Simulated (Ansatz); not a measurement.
Functionals compared on CH3 on the 1x1 (0001) surface of hcp Ru, one in a 2x2 cell, started at the site 'hollow Ru-Ru-Ru over Ru at depth 2.1 Å', in Ansatz (plane waves, PAW). The structure was relaxed with PBE; the other rows are single points on it, each with its references at the same level. Cutoff 420 eV (500 eV for r2SCAN).

Model: 20-atom slab, 6.3 Å thick at the start under the adsorbate (thin: gaps and levels are the slab's own), 6x6x1 mesh, Fermi-Dirac 0.1 eV, dipole correction, 8 atoms held, the rest relaxed; held to the start's symmetry, so lower structures may exist; no spin, no spin-orbit, no U, no dispersion correction. At the end it is bonded to 3 Ru. In PBE this state lies 0.03 eV over the lowest of the starts that converged ('hollow Ru-Ru-Ru'). These notes are the PBE run's. Adsorption energies are against CH4(g) − ½ H2(g). A negative adsorption energy means that the adsorbate is more stable on the surface than in its reference.

| functional | adsorption energy (eV) | work function of the top face (eV) | change of the work function (eV) | rough cost of the single point |
|---|---|---|---|---|
| PBE | 0.38 | 3.76 | -1.24 | – |
| RPBE | 0.71 | 3.64 | -1.18 | about 100 core-seconds (a rough figure) |
| r2SCAN | [?] | [?] | [?] | about 3 core-minutes (a rough figure) |

**Question.** Fill in the missing entries.

**Answer.** 
- r2SCAN, adsorption energy (eV): 0.23
- r2SCAN, work function of the top face (eV): 3.75
- r2SCAN, change of the work function (eV): -1.25

Ansatz is an electronic-structure program.
